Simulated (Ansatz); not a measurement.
Take SiC in the zinc blende structure (space group F-43m, No. 216; a = 4.380 Å) as the base.

Perturbation: every lattice vector is shortened by 2.15 %; the atoms relax in the strained cell.

Levels (all Ansatz, a quantum-chemistry and plane-wave program, PAW, earlier PAW set): PBE (420 eV, without spin-orbit coupling); PBE+SOC (420 eV, noncollinear with spin-orbit coupling).

The geometry is relaxed with PBE.

- PBE valence-band top at Γ = 0.00, 0.00, 0.00 eV
- PBE pressure = 157.7 kbar
- PBE lowest conduction level above the VBM at special points = X 1.31 eV; U 3.15 eV; K 3.15 eV; W 5.28 eV

Question: How does going to PBE+SOC change the valence-band top at Γ, pressure, hole mass and lowest conduction level above the VBM at special points?

Answer: The valence-band top at Γ (three highest Kramers pairs, from the VBM) becomes 0.00, 0.00, -0.01 eV (PBE: 0.00, 0.00, 0.00 eV); the pressure stays 157.7 kbar; the hole mass (degenerate bands, along [100]) amounts to 0.44, 0.60 mₑ (at Γ); the lowest conduction level above the VBM at special points changes from X 1.31 eV; U 3.15 eV; K 3.15 eV; W 5.28 eV to X 1.31 eV; U 3.15 eV; K 3.15 eV; W 5.27 eV. The threefold valence maximum splits by Δso ≈ 14 meV.

Single points use the geometry relaxed with PBE. Differences between runs with and without spin-orbit coupling are approximate. The levels and masses belong to the bands next to the band gap. Masses are band curvatures over ±0.01 Å⁻¹ around the edge. No phonon test of stability was made.
